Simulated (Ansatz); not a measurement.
## fcc Rh (0 0 1) on zinc-blende ZnS (0 0 1) (film strained to the substrate, started from cuts of the bulks and a machine-learned relaxation; slabs S6Zn5 and Rh12, which can lie off the formulas)

A periodic stack without vacuum, fcc Rh (0 0 1) on zinc-blende ZnS (0 0 1) (film strained to the substrate, started from cuts of the bulks and a machine-learned relaxation; slabs S6Zn5 and Rh12, which can lie off the formulas): substrate slab S6Zn5, film Rh12, surface cells [[1, 0], [1, 1]] and [[0, -1], [2, 1]], film strained by +0.5 and +0.5 %, outermost planes S/S and Rh/Rh as cut, which need not be the usual terminations and can put a slab off its formula.

The start was prepared with a machine-learned potential, and the result is one local minimum, with the in-plane cell held and forces under 0.04 eV/Å; the film can end far from its bulk form.

The numbers are results of PBE (plane waves to 420 eV, PAW; Ansatz, a program for electronic structure), not measurements. Scalar-relativistic, without spin–orbit coupling; the runs are not spin-polarised; PBE gaps are too small against experiment. Its k-point mesh 8×8×1, Fermi–Dirac width 0.05 eV.

```
Quantity                                                                                    Value
--------------------------------------------------------------------------------  ---------------
interface area                                                                            14.8 Å²
period                                                                                    26.43 Å
heights between the nearest atoms of the two slabs at the two interfaces          1.33 and 1.87 Å
Rh–S contacts across the interfaces within 1.22 times the sum of covalent radii    6, mean 2.34 Å
Rh–Zn contacts across the interfaces within 1.22 times the sum of covalent radii   1, mean 2.81 Å
hole barrier (PBE, at the middle of a substrate layer that carries a field)               1.66 eV
electron barrier (PBE, at the middle of a substrate layer that carries a field)           0.35 eV
slope of the mean potential energy in the substrate                                -6.8 MV/cm × e
```

```xyz
23
Lattice="3.8486 0.0002 -0.0682 -0.0002 3.8493 0.0013 -0.4788 0.9816 26.4399" Properties=species:S:1:pos:R:3 pbc="T T T"
S     -0.2883     2.1032     3.6103
S      1.6113     4.0326     0.8574
S     -0.1900     2.1024     9.0562
S      1.6856     4.0279     6.3005
S     -0.0922     2.1018    14.5512
S      1.7834     4.0272    11.7468
Zn    -0.2617     4.0287     4.9504
Zn     1.6098     2.1115     2.1836
Zn    -0.1660     4.0285    10.3938
Zn     1.7094     2.1035     7.6379
Zn     1.8061     2.1028    13.0614
Rh    -0.0358     2.0993    17.8262
Rh     1.8851     4.0278    17.8283
Rh     1.8537     2.1029    15.8693
Rh    -0.0739     4.0266    15.8853
Rh     0.0200     2.1079    21.6510
Rh     1.9606     4.0168    21.6187
Rh     1.9179     2.0974    19.6995
Rh    -0.0030     4.0267    19.7400
Rh     0.0727     2.1068    25.4464
Rh     2.0497     4.0165    25.3970
Rh     1.9869     2.1107    23.5235
Rh     0.0673     4.0208    23.5540
```
